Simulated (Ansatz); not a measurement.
Results of PBEsol (PAW; Ansatz, a program for electronic structure) for RhB (P6₃/mmc, No. 194, 4 atoms in the cell; start mp-567164).

Settings: plane-wave cutoff 520 eV, 18×18×14 k mesh (along the axes of the cell as run), Fermi–Dirac smearing 0.05 eV, no spin polarisation, scalar-relativistic PAW data made under PBE.

Cell (relaxed at this level):

```cif
data_B2Rh2
_chemical_formula_sum 'B2 Rh2'
_space_group_name_H-M_alt 'P 1'
_space_group_IT_number 1
_cell_length_a 3.35616
_cell_length_b 3.35616
_cell_length_c 4.08487
_cell_angle_alpha 90.000
_cell_angle_beta 90.000
_cell_angle_gamma 120.000
loop_
_space_group_symop_operation_xyz
  'x, y, z'
loop_
_atom_site_label
_atom_site_type_symbol
_atom_site_fract_x
_atom_site_fract_y
_atom_site_fract_z
_atom_site_occupancy
B1 B 0.00000 0.00000 0.00000 1
B2 B 0.00000 0.00000 0.50000 1
Rh1 Rh 0.66667 0.33333 0.75000 1
Rh2 Rh 0.33333 0.66667 0.25000 1
```

**Question.** Estimate the bulk modulus B0 that the calculation returns.

**Answer.** 
* **bulk modulus B0**: 299 GPa

Note: the run has no spin polarisation, so it can have missed a magnetic state; the bulk modulus is −V dP/dV from two relaxed cells at ±2 % in volume; the relaxation could not lower the start's symmetry, so the cell can be a saddle point above a distorted one.

Computed values are for the static lattice.

Cost on a shared machine: about 80 core-seconds (a rough figure).

A start named mp-… is a Materials Project structure, which need not be a measured phase.
